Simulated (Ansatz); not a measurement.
Band structure of PtAl2 (Fm-3m, 3 atoms in the cell).

```xyz
3
Lattice="0.0000 2.9763 2.9763 2.9763 0.0000 2.9763 2.9763 2.9763 0.0000" Properties=species:S:1:pos:R:3 pbc="T T T"
Al     1.4881     1.4881     1.4881
Al     4.4644     4.4644     4.4644
Pt     0.0000     0.0000     0.0000
```

Method of the run: PBE (plane waves, PAW; Ansatz, a program for electronic structure).

Settings: kpoints.mp_grid.grid = 7 7 7; hamiltonian.xc = pbe; hamiltonian.pseudopotentials = {kind: paw} (the program's default PAW files); scf.occupations.method = fermi_dirac; scf.occupations.width = 0.1 eV; kpoints.band_path.npoints = 8.

The starting cell has typed, rounded lattice constants, without a prior relaxation at this level. Its lattice was rescaled by a random factor within 2.5 % of one. Spin-orbit coupling is off. Spin polarisation is off.

Levels in eV from the Fermi level, bands 10 to 15:
```csv
point,10,11,12,13,14,15
Γ,-3.60,2.82,3.81,3.81,3.81,5.31
X,-3.34,-3.13,-1.54,-1.54,3.01,3.36
W,-3.18,-2.72,-2.72,-0.86,5.12,5.12
K,-3.55,-2.99,-1.96,-0.57,3.23,5.36
L,-3.39,-3.39,1.03,1.03,3.75,5.08
U,-3.55,-2.99,-1.96,-0.57,3.23,5.36
```

Bands cross the Fermi level along this path, so the cell is metallic at this level.

Keys are those of Ansatz 0.2.
